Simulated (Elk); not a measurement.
Input and output of a self-consistent single point for MnAu (Pm-3m, 2 atoms in the cell) (Elk).

Computed with LDA (PW92), spin-orbit coupling in second variation, all-electron FP-LAPW, Elk's shipped species files, APW+lo basis with extra local orbitals (Elk).

```xyz
2
Lattice="3.2078 0.0000 0.0000 0.0000 3.2078 0.0000 0.0000 0.0000 3.2078" Properties=species:S:1:pos:R:3 pbc="T T T"
Mn     1.6039     1.6039     1.6039
Au     0.0000     0.0000     0.0000
```
Moments meant for the start (each program seeds them in its own way; μB, in the order of the atoms Mn Au): 4.0 0.0.

Reference input (self-consistent single point, DFT, LDA (PW92), all-electron FP-LAPW, Elk's shipped species files, APW+lo basis with extra local orbitals): xctype = 3; spinpol = true; rgkmax = 8; stype = 3; swidth = 0.00183747 Ha; ngridk = 10 10 10; reducebf = 0.8; gmaxvr = 16 1/bohr; nxlo = 2; lorbcnd = true; rmtscf = 0.95; lmaxi = 3. This run's input differs from it in these lines:

```diff
@@ -7,2 +7,5 @@
 spinpol
+  .true.
+
+spinorb
   .true.
```

Output, abridged:

```
│ Self-consistent loop started │
│ Loop number : 1 │
 total energy                :     -20160.9132664
 total moment                :  -0.1049411615E-18  0.3167341773E-19   3.209193943
│ Loop number : 2 │
 total energy                :     -20164.7816350
 total moment                :  -0.3140185734E-19  0.9811220457E-20   3.295504510
RMS change in Kohn-Sham potential (target) :   0.4175870880     (  0.1000000000E-05)
Absolute change in total energy (target)   :    3.868368535     (  0.1000000000E-03)
│ Loop number : 3 │
 total energy                :     -20168.3713995
   [... lines left out ...]
│ Loop number : 26 │
 total energy                :     -20193.9604308
 total moment                :  -0.2351616502E-19 -0.3415617086E-20   4.021642392
RMS change in Kohn-Sham potential (target) :   0.1874571522E-05 (  0.1000000000E-05)
Absolute change in total energy (target)   :   0.1828406057E-03 (  0.1000000000E-03)
│ Loop number : 27 │
 total energy                :     -20193.9603723
 total moment                :   0.9034928671E-20 -0.1154950727E-19   4.021288637
RMS change in Kohn-Sham potential (target) :   0.1558288109E-06 (  0.1000000000E-05)
Absolute change in total energy (target)   :   0.1281149162E-04 (  0.1000000000E-03)
Convergence targets achieved

│ Loop number : 28 │

Energies :
 Fermi                       :     0.307532648873
 xc effective B-field        :    -0.252386366211
 external B-field            :      0.00000000000
 total energy                :     -20193.9603747
 (external B-field energy excluded from total)

Density of states at Fermi energy :    50.00974979
 (states/Hartree/unit cell)

Estimated indirect band gap :   0.1952869162E-03
 from k-point     31 to k-point    113
Estimated direct band gap   :   0.4292772250E-02
 at k-point     53

Charges :
 core                        :    58.00000000
 valence                     :    46.00000000
 interstitial                :    2.615435522
 muffin-tins (core leakage)
  species :    1 (Mn)
   atom    1                 :    23.39740847     (  0.1905853253E-10)
  species :    2 (Au)
   [... lines left out ...]
 muffin-tins
  species :    1 (Mn)
   atom    1                 :  -0.3954261310E-21 -0.5606420973E-23   3.760958225
  species :    2 (Au)
   atom    1                 :  -0.2328521805E-21  0.9005952946E-23  0.8568255057E-01
 total in muffin-tins        :  -0.6282783115E-21  0.3399531973E-23   3.846640776
 total moment                :   0.6989174491E-20 -0.4182891127E-19   4.021308354

│ Self-consistent loop stopped │
```

The run converged in 28 iterations. The count includes the last loop, which Elk runs after its targets are met. Against the reference run the size of the net moment hardly changes (2.02 to 2.01 μB/atom).

The starting cell comes from a database of computed structures (which also holds hypothetical and non-ambient phases and stackings), without a prior relaxation at this level. With one magnetic atom in the cell only a parallel order is possible. Values depend on the basis (sphere radii, cutoffs, local orbitals), which need not be converged. The log's line on a gap gives a spacing of levels on this mesh, which the program prints for metals too.

Cost on one core of a shared machine: roughly 4 min.
